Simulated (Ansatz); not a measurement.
We consider quartz-high SiO2 (high-temperature phase), described by HSE06 (PAW; Ansatz, a first-principles code).

Run with plane-wave cutoff 500 eV, 6×6×4 k mesh (along the axes of the cell as run), gaussian smearing 0.02 eV, scalar-relativistic PAW data made under PBE.

Cell (relaxed with r²SCAN):

```xyz
9
Lattice="5.0597 0.0000 0.0000 -2.5298 4.3818 0.0000 0.0000 0.0000 5.5411" Properties=species:S:1:pos:R:3 pbc="T T T"
Si    -1.2649     2.1909     1.8470
Si     2.5298     0.0000     0.0000
Si     1.2649     2.1909     3.6941
O      0.9493     3.4693     4.6176
O      2.5298     2.5568     2.7705
O     -0.9493     3.4693     0.9235
O      1.5805     0.9125     4.6176
O      0.0000     1.8250     2.7705
O      3.4792     0.9125     0.9235
```

Q: Estimate the band gap that the calculation returns.

A: 
- band gap: 7.50 eV (on the SCF k mesh)

Note: symmetry holds this phase in the static calculation, where it need not be a minimum; held by symmetry at 0 K, a high-temperature phase can be a saddle point; cell and atoms aren't relaxed at this level (largest force component 0.05 eV/Å).

The result took very roughly 3 core-minutes.
